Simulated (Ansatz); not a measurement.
## Pt: uniaxial strain ε_zz = −2.00 %

Base system: Pt in the fcc (Cu type) structure (space group Fm-3m, No. 225; a = 3.895 Å; relaxed with 0.1 eV smearing). Axes: x, y, z lie along the cube axes.

Perturbation: uniaxial strain ε_zz = −2.00 %, all other strain components held at zero; the atoms relax in the strained cell.

Level of theory: LDA/PAW in Ansatz (an electronic-structure program), no spin-orbit coupling. Settings: 29×29×29 k-points, 0.1 eV Fermi–Dirac smearing.

| quantity | base | changed | shift |
|---|---|---|---|
| volume per atom | 14.78 Å³ | 14.48 Å³ | -0.30 Å³ |
| space group | Fm-3m (No. 225) | I4/mmm (No. 139) | – |
| energy relative to the base (free energy F) | 0 meV/atom | +7.3 meV/atom | +7.3 meV/atom |
| pressure (mean of the normal stresses, compression positive) | 0.0 GPa | 6.6 GPa | +6.6 GPa |
| band gap | zero | zero | – |
| stress (xx, yy, zz, yz, xz, xy; compression positive) | – | (5.8, 5.8, 8.1, 0.0, 0.0, 0.0) GPa | – |

Final structure:

```
Pt
1.0
    0.00000     1.94769     1.90873
    1.94769     0.00000     1.90873
    1.94769     1.94769     0.00000
Pt
1
Direct
  0.00000   0.00000   0.00000
```

Whether these cells are dynamically stable was not tested. The final runs are not spin-polarised.
